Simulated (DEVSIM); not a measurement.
Device: Schottky contact on n-type Ge, at 250 K.

Layer 1 from the left is Ge, thickness (μm) 3.60, Nd (cm⁻³) 1.7e16, τn (s) 0.00017, τp (s) 0.00017.

Left contact: Schottky, work function 4.48 eV, emission velocity 1e7 cm/s. Right contact: ohmic. Voltage is applied to the left contact. Recombination: SRH at mid-gap, Auger. Mobility is μmin + (μ − μmin)/(1 + (N/Nref)^α).

The device is made up for the run: typed textbook-type constants, with dimensions and the other settings drawn at random. Values at 300 K; Nc and Nv go as T^1.5, mobilities as T to minus their exponent, the gap by Varshni's rule with the affinity fixed.

Ge: gap (eV) 0.664, affinity (eV) 4, permittivity 16, Nc (cm⁻³) 1.04e19, Nv (cm⁻³) 6e18, μn (cm²/Vs) 3900, μp (cm²/Vs) 1900, μn,min 150, μp,min 100, Nref,n 2.6e17, Nref,p 4e17, αn 0.56, αp 0.6, T exponent of μn 1.66, T exponent of μp 2.33, Cn (cm⁶/s) 1e-31, Cp (cm⁶/s) 1e-31, Varshni α (eV/K) 0.000477, Varshni β (K) 235.

Simulated with DEVSIM: 1D drift-diffusion, Boltzmann statistics, complete ionisation; no tunnelling, impact ionisation, image-force lowering or self-heating. Metal contacts follow the ideal Schottky-Mott rule: no Fermi-level pinning, no interface dipoles.

Dark forward current:

```csv
|V| (V),|J| (A/cm²)
0.05,0.02286
0.10,0.2535
0.15,2.566
0.20,24.89
0.25,194.1
0.30,809.0
0.35,1859
0.40,3141
```

### Question
Work out the local ideality factor n = ΔV / (kT/q · ln(J2/J1)) between the rows 0.10 and 0.15 V, 0.35 and 0.40 V.

### Answer
kT/q = 21.54 mV. From 0.10 to 0.15 V: ln(2.566/0.2535) = 2.315, n = 1.00, near the 1 of diffusion or emission over a barrier. From 0.35 to 0.40 V: ln(3141/1859) = 0.525, n = 4.43; the layers' resistance at their doping, Σ W/(qμN) = 3.0e-5 Ω cm², would take 39 mV of this step of 50 mV.

### Question
Estimate the current at 0.15 V for emission alone, J0 = q v N_band exp(−φB/kT), and read the barrier back from the simulated current.

### Answer
φB = 0.480 eV, N_band = 7.91e18 cm⁻³, J0 = 0.00266 A/cm²; J = J0 (exp(qV/kT) − 1) = 2.81 A/cm². The simulation gives 2.57 A/cm²; the estimate lies 9.6 % above. Read backwards, the simulated current gives an apparent barrier of 0.482 eV. The estimate leaves out transport through the depletion region and minority injection.
